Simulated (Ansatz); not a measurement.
AlB2-type ZrB2 was calculated with PBEsol (Ansatz, an electronic-structure program, PAW).

Settings: plane-wave cutoff 520 eV, 24×24×16 k mesh (along the axes of the cell as run), Fermi–Dirac smearing 0.05 eV, scalar-relativistic PAW data made under PBE.

The volume scan:

| V (Å³/atom) | E − E_lowest (meV/atom) | P (GPa) |
|---|---|---|
| 9.672 | 13.44 | 11.05 |
| 9.873 | 3.25 | 5.25 |
| 10.075 | 0.00 | 0.00 |
| 10.276 | 3.04 | -4.76 |
| 10.477 | 11.78 | -9.07 |

Question: Estimate the bulk modulus from the pressures at 9.873 and 10.276 Å³/atom, and compare it with a fit to all energies.

Answer: B = −V dP/dV. Between V = 9.873 and 10.276 Å³/atom, dP/dV = (-4.76 − (5.25))/(10.276 − 9.873) = -24.8 GPa per Å³/atom; at the midpoint 10.075 Å³/atom this gives B ≈ 250 GPa. The third-order Birch–Murnaghan fit gives V0 = 10.074 Å³/atom, B0 = 250 GPa, B′ = 3.9, which lies within 1 % of that estimate.

Shape and atoms are relaxed at each volume.

Note: the bulk modulus comes from volumes at which shape and atoms were relaxed.

Computed values are for the static lattice.

The result took very roughly 5 core-minutes.
